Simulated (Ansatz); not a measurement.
**NbN in the rock salt structure (space group Fm-3m, No. 225)**

```cif
data_N4Nb4
_chemical_formula_sum 'N4 Nb4'
_space_group_name_H-M_alt 'Fm-3m'
_space_group_IT_number 225
_space_group_name_Hall '-F 4 2 3'
_cell_length_a 4.42129
_cell_length_b 4.42129
_cell_length_c 4.42129
_cell_angle_alpha 90.000
_cell_angle_beta 90.000
_cell_angle_gamma 90.000
loop_
_atom_site_label
_atom_site_type_symbol
_atom_site_symmetry_multiplicity
_atom_site_Wyckoff_symbol
_atom_site_fract_x
_atom_site_fract_y
_atom_site_fract_z
_atom_site_occupancy
N1 N 4 a 0.00000 0.00000 0.00000 1
Nb1 Nb 4 b 0.50000 0.50000 0.50000 1
```
(The calculation used a cell of 2 atoms; values per cell refer to that cell.)

Calculations: Kohn–Sham DFT with the PBE functional, run in Ansatz (a quantum-chemistry and plane-wave program) with PAW and 420 eV plane waves, spin-orbit coupling left out. Γ-centred 18×18×18 mesh, Fermi–Dirac width 0.05 eV.

- Volume per atom = 10.80 Å³
- Density = 8.22 g/cm³
- Band gap = zero
- Total energy = -2469.106 eV/atom (σ→0; compares only within this code and set-up)

Whether these cells are dynamically stable was not tested. All final runs are without spin polarisation.
